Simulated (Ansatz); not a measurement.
The starting structures come from a database of crystals and need not be the phases stable at ambient conditions.

Inside the gap of an insulator the Bloch states are evanescent, with a wavenumber k + iκ along the transport direction.

Given:

```xyz
4
Lattice="4.0113 0.0000 0.0000 2.0057 6.6475 0.0000 2.0057 0.6051 3.4208" Properties=species:S:1:pos:R:3 pbc="T T T"
Al     6.0170     0.6098     3.4200
Ga     4.0113     3.6237     1.7109
As     2.0057     4.2334     0.4271
As     4.0113     1.2038     2.1389
```

Space group of this cell: R3m. The cell is taken as given; by LDA its mean pressure is -2.0 GPa.

Transport runs along the normal of the first two printed cell vectors, the (101) plane of the conventional cell.

No gap correction and no spin-orbit coupling; mid-gap values are interpolated between computed energies.

Q: Give the band gap and the smallest decay constant κ at mid-gap that LDA in Ansatz (an electronic-structure program) yields.

A: Gap 0.69 eV on a 10×10×10 mesh; κ = 0.045 1/Å, at the zone centre.
